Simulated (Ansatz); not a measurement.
## TiO2 under a change: isotropic strain −2.40 %

Consider TiO2 in the anatase structure (space group I4_1/amd, No. 141; a = 3.739 Å, c = 9.455 Å).

Modification: an isotropic linear strain of −2.40 %; the atoms relax in the strained cell.

Method: LDA (Ansatz, a quantum-chemistry and plane-wave program, PAW, without spin-orbit coupling). Γ-centred 12×12×12 mesh, Fermi–Dirac width 0.05 eV.

| quantity | base | changed | shift |
|---|---|---|---|
| volume per atom | 11.02 Å³ | 10.24 Å³ | -0.774 Å³ |
| space group | I4_1/amd (No. 141) | I4_1/amd (No. 141) | – |
| energy relative to the base (free energy F) | 0 meV/atom | +42 meV/atom | +42 meV/atom |
| band gap | 2.08 eV | 2.13 eV | +0.05 eV |
| width of the top valence band | 0.86 eV | 1.00 eV | +0.14 eV |

Final structure:

```
CELL_PARAMETERS angstrom
     -1.82480     1.82480     4.61408
      1.82480    -1.82480     4.61408
      1.82480     1.82480    -4.61408
ATOMIC_POSITIONS crystal
  Ti 0.75000 0.25000 0.50000
  Ti 0.00000 0.00000 0.00000
  O  0.53938 0.03938 0.50000
  O  0.78938 0.78938 0.00000
  O  0.21062 0.21062 0.00000
  O  0.96062 0.46062 0.50000
```

Cost of the whole job for the changed cell (relaxation, final SCF and bands): about 100 core-seconds (a rough figure).

Whether these cells are dynamically stable was not tested. All final runs are without spin polarisation.
